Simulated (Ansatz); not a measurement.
Lattice parameter c of SnTe (model structure, started from the PtS type, P4₂/mmc, No. 131, 4 atoms in the cell) at several levels of theory

No measured value is used here.

```
level (code)         value (Å)
-------------------  ---------
PBE (Ansatz)             8.804
PBEsol (Ansatz)          8.762
PBE-D3(BJ) (Ansatz)        [?]
```

Problem. Fill in the missing entries.

Solution. 
- PBE-D3(BJ) (Ansatz, a first-principles code), value (Å): 8.855

Ansatz's density-functional and Hartree–Fock values are scalar-relativistic unless marked +SOC, with PAW data made under PBE.

A model structure was made by putting elements into a prototype or built by hand; it is no filed structure, need not be a known phase, and can be a saddle point held by its symmetry.
